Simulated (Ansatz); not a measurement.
**TaGe₂ (model structure, from the MoSi2 type, I4/mmm, No. 139): properties by level of theory**

| level (code) | lattice parameter a (Å) | c axis length (Å) | formation enthalpy (eV/atom) |
|---|---|---|---|
| PBE (Ansatz) | 3.400 | [?] | [?] |
| PBEsol (Ansatz) | 3.359 | [?] | -0.278 |
| PBE-D3(BJ) (Ansatz) | 3.360 | 8.453 | -0.279 |

Q: What belongs in the gaps?

A: 
- PBE (Ansatz, an electronic-structure program), c axis length (Å): 8.540
- PBE (Ansatz), formation enthalpy (eV/atom): -0.180
- PBEsol (Ansatz), c axis length (Å): 8.441

Ansatz's density-functional and Hartree–Fock values are scalar-relativistic unless marked +SOC, with PAW data made under PBE.

Computed values are for the static lattice.

A model structure was made by putting elements into a prototype or built by hand; it is no filed structure, need not be a known phase, and can be a saddle point held by its symmetry.
